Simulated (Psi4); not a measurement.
Psi4 1.11, unrestricted PBE0/def2-svpd: pentafluoroethane triplet (FC(F)C(F)(F)F), charge 0, multiplicity 3, 8 atoms. The geometry is a generated start, not checked to be a minimum at this level.

- task = energy
- method = pbe0
- basis = def2-svpd
- memory = 3 GB
- maxiter = 100
- keys of the molecule block = symmetry c1
- scf_type = df (default)
- guess = auto, which took SAD (default)
- scf_initial_accelerator = adiis (default)
- e_convergence = 1e-06 (default)
- d_convergence = 1e-06 (default)
- dft_radial_points = 75 (default)
- dft_spherical_points = 302 (default)
- basis functions = 163
- grid points = 173237

```xyz
8

F      1.1095    -1.1940     0.6757
C      0.7822    -0.1148    -0.0508
F      1.4109     0.9449     0.4765
C     -0.7502     0.1058     0.0020
F     -1.2016     0.2839     1.2346
F     -1.0828     1.1772    -0.7214
F     -1.3819    -0.9438    -0.5253
H      1.1139    -0.2591    -1.0913
```

Charge 0 and multiplicity 3 are set for this test and not shown to be the ground state.

One run each on 2 threads. Values of diis_max_vecs tried: 3, 6, 10 (default), 20.

Task: Predict the course of the SCF iterations along this series.

Result: Fewest SCF iterations, within one of each other: 10 (default) with 16, 20 with 16. The count rises to 18 at 6. The run ends without SCF convergence in 100 iterations at 3.

```tsv
diis_max_vecs	SCF iterations	end
3	100	no convergence
6	18	same solution
10 (default)	16	same solution
20	16	same solution
```
